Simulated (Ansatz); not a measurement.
How the bulk modulus of SnC (model structure, started from the wurtzite type, P6₃mc, No. 186, 4 atoms in the cell) moves with the method

No measured value is used here.

```json
[
 {"level (code)": "LDA (Ansatz)", "value (GPa)": "144", "cell (Å³/atom)": "15.54"},
 {"level (code)": "PBE (Ansatz)", "value (GPa)": "___", "cell (Å³/atom)": "16.41"},
 {"level (code)": "PBEsol (Ansatz)", "value (GPa)": "136", "cell (Å³/atom)": "15.90"}
]
```

### Question
Some entries are withheld; supply them.

### Answer

- PBE (Ansatz, a first-principles code), value (GPa): 124

LDA, PBE, PBEsol: the bulk modulus is −V dP/dV from two relaxed cells at ±2 % in volume. Each level is taken at its own relaxed cell. Ansatz's density-functional and Hartree–Fock values are scalar-relativistic unless marked +SOC, with PAW data made under PBE.

A model structure was made by putting elements into a prototype or built by hand; it is no filed structure, need not be a known phase, and can be a saddle point held by its symmetry.
